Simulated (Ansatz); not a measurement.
**LiNbO3 (R-3, No. 148, 10 atoms in the cell; start mp-1078377; a measured phase of this formula has another space group)**

These are r²SCAN+rVV10 (plane waves, PAW; Ansatz, a first-principles code) values and carry that method's errors.

Run with plane-wave cutoff 560 eV, 8×8×8 k mesh, Fermi–Dirac smearing 0.01 eV, no spin polarisation, scalar-relativistic PAW data made under PBE.

Cell (relaxed at this level):

```xyz
10
Lattice="2.5962 1.4989 4.6975 -2.5962 1.4989 4.6975 0.0000 -2.9979 4.6975" Properties=species:S:1:pos:R:3 pbc="T T T"
Li     0.0000     0.0000     9.0624
Li     0.0000     0.0000     5.0302
Nb     0.0000     0.0000    12.0717
Nb     0.0000     0.0000     2.0209
O     -1.0227    -1.6201     5.9428
O      1.0227     1.6201     8.1498
O      1.9144    -0.0756     5.9428
O     -1.9144     0.0756     8.1498
O     -0.8917     1.6957     5.9428
O      0.8917    -1.6957     8.1498
```

| Item | Result |
|---|---|
| band gap | 4.42 eV |
| direct gap at Γ | 5.06 eV |

Spin–orbit coupling is not included.

The computed numbers hold no vibrational or temperature effects.

A start named mp-… is a Materials Project structure, which need not be a measured phase.
